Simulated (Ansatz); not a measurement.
Data:

```
CSi
1.0
    0.00000     2.17843     2.17843
    2.17843     0.00000     2.17843
    2.17843     2.17843     0.00000
Si C
1 1
Direct
  0.00000   0.00000   0.00000
  0.25000   0.25000   0.25000
```

These are PBE with spin-orbit coupling, rigid bands (plane waves, PAW; Ansatz, an electronic-structure program) values and carry that method's errors. Geometry: cell and atoms relaxed with PBEsol.

Problem. Predict the electron conductivity mass (n e² τ/σ) at 300 K, by direction if it differs.

Solution. 0.30 mₑ.

Problem. Predict the hole conductivity mass (n e² τ/σ) at 300 K, by direction if it differs.

Solution. 0.71 mₑ.

Problem. And the band gap?

Solution. 1.36 eV at this level; semilocal functionals usually fall short of the measured gap.

Rigid bands, one relaxation time for all states, no polarons. Geometry: cell and atoms relaxed with PBEsol.
